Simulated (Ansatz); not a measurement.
Levels about the gap of amorphous Zr₃Hf₃Nb₃Ta₃Mo₃W₃O₄₅ (63 atoms in a cell of 880 Å³, 6.02 g/cm³; zone centre alone, so wide bands show as single levels with stretches between that a denser mesh fills), at the geometry that PBE relaxed, where it gives 0.0 GPa on a denser mesh. The participation number counts the atoms over which a state spreads; weights are charges in smoothed Voronoi cells. The levels come from a single point, so bond lengths are those of that geometry. Method of the levels: PBE, scalar-relativistic without spin-orbit coupling (Ansatz, an electronic-structure program). Sampling: the zone centre alone; Fermi-Dirac width 0.02 eV; no spin polarisation. At PBE the levels at both edges of the gap are localised (band-tail or defect states).

A CHGNet melt-quench gave the starting glass, which DFT then relaxed. O atoms were pushed apart under 1.9 Å during the dynamics, to hinder bonds among them. The hot cell started wider than the set density and was brought back towards it in steps. It is the lowest in DFT energy of 2 quenches. It is a model cell: composition and starting density were chosen by hand, and all elements were melted together. No dispersion term was used. Its density started from a set value of 6.29 and ended at 6.02 g/cm³. The simulated quench (nominally 240 K/ps over its main leg) is rapid and tends to freeze in more defects than a deposited or slowly cooled glass has. A cell of this size samples the disorder only roughly. The volume was free in the relaxation, at fixed shape. Stress components on the final sampling reach 0.8 GPa.

| E - E(highest filled), eV | filling | participation number | largest on | weight O | weight Mo | weight W | weight Nb |
|---|---|---|---|---|---|---|---|
| -0.35 | filled | 28.7 | O, 2 neighbours | 0.95 | 0.01 | 0.01 | 0.01 |
| -0.34 | filled | 15.6 | O, 2 neighbours | 0.95 | 0.01 | 0.01 | 0.01 |
| -0.27 | filled | 24.3 | O, 2 neighbours | 0.96 | 0.01 | 0.01 | 0.01 |
| -0.24 | filled | 16.9 | O, 2 neighbours | 0.95 | 0.02 | 0.01 | 0.01 |
| -0.18 | filled | 23.7 | O, 2 neighbours | 0.96 | 0.01 | 0.00 | 0.01 |
| -0.05 | filled | 14.1 | O, 3 neighbours | 0.96 | 0.01 | 0.01 | 0.01 |
| 0.00 | filled | 10.7 | O, 2 neighbours | 0.96 | 0.01 | 0.00 | 0.02 |
| 2.79 | empty | 4.6 | Mo, 6 neighbours | 0.39 | 0.47 | 0.03 | 0.03 |
| 2.85 | empty | 9.2 | Mo, 5 neighbours | 0.38 | 0.45 | 0.05 | 0.02 |
| 2.92 | empty | 8.9 | Mo, 6 neighbours | 0.39 | 0.42 | 0.07 | 0.03 |
| 2.97 | empty | 10.4 | Mo, 6 neighbours | 0.39 | 0.36 | 0.10 | 0.06 |
| 3.08 | empty | 17.2 | Mo, 5 neighbours | 0.39 | 0.31 | 0.16 | 0.04 |
| 3.15 | empty | 12.3 | W, 5 neighbours | 0.39 | 0.14 | 0.34 | 0.06 |
| 3.24 | empty | 15.2 | Mo, 5 neighbours | 0.39 | 0.32 | 0.14 | 0.05 |

Most localised among these is the empty level at +2.79 eV, on a Mo atom, which has 6 neighbours (O 1.76 Å, O 1.78 Å, O 1.91 Å, O 1.98 Å, O 2.06 Å, O 2.17 Å).
